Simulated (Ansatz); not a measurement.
The parent structure is Bi (space group R-3m, No. 166; a = 4.472 Å, c = 11.265 Å (hexagonal axes); relaxed with 0.1 eV smearing). Axes: x lies along a and z along c of the hexagonal cell.

Computed with PBEsol-D3(BJ) in Ansatz (plane waves to 420 eV, PAW, no spin-orbit coupling).

Strains are applied to the cell and any free atomic positions relax; under biaxial strain the out-of-plane vector relaxes too.

One change was made to it. Results:

The energy increases by 22 meV/atom; the pressure (mean of the normal stresses, compression positive) goes from zero to 1.1 GPa; the shortest interatomic distance grows by 0.014 bohr to 5.810 bohr.

Task: Name the change that was made.
(A) uniaxial strain ε_xx = −2.77 %
(B) biaxial strain −4.80 %, plane normal [001], relaxed out of plane
(C) strain tensor (xx, yy, zz, yz, xz, xy) = (+0.06, +0.61, −0.64, +1.08, −1.54, −1.47) %
(D) tensor shear ε_yz = +1.61 %

Result: B, biaxial strain −4.80 %, plane normal [001], relaxed out of plane. For comparison, the energy relative to the base in the other runs: strain tensor (xx, yy, zz, yz, xz, xy) = (+0.06, +0.61, −0.64, +1.08, −1.54, −1.47) % gives +2.1 meV/atom; tensor shear ε_yz = +1.61 % gives +2.3 meV/atom; uniaxial strain ε_xx = −2.77 % gives +6.3 meV/atom.

No phonon test of stability was made.

Ansatz is a quantum-chemistry and plane-wave program.
